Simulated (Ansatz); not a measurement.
Start from SnO₂ in the rutile structure (space group P4_2/mnm, No. 136; a = 4.7224 Å, c = 3.1903 Å).

Level of theory: Ansatz (a quantum-chemistry and plane-wave program) LDA, no SOC.

One change was made to it. Results:

| quantity | base | after |
|---|---|---|
| band gap | 1.16 eV | 1.88 eV |
| lattice parameter a | 4.722 Å | 4.603 Å |
| width of the top valence band | 1.28 eV | 1.37 eV |

Task: Which of these changes matches the shifts?
A. pressure 15 GPa
B. pressure 4.5 GPa
C. pressure −2 GPa

Result: A, pressure 15 GPa. For comparison, the band gap in the other runs: pressure −2 GPa gives 1.05 eV; pressure 4.5 GPa gives 1.39 eV.

Load acts through the strain it causes; cell and atoms are relaxed under it. Stability against distortions was not tested. No other phases were tried under pressure.
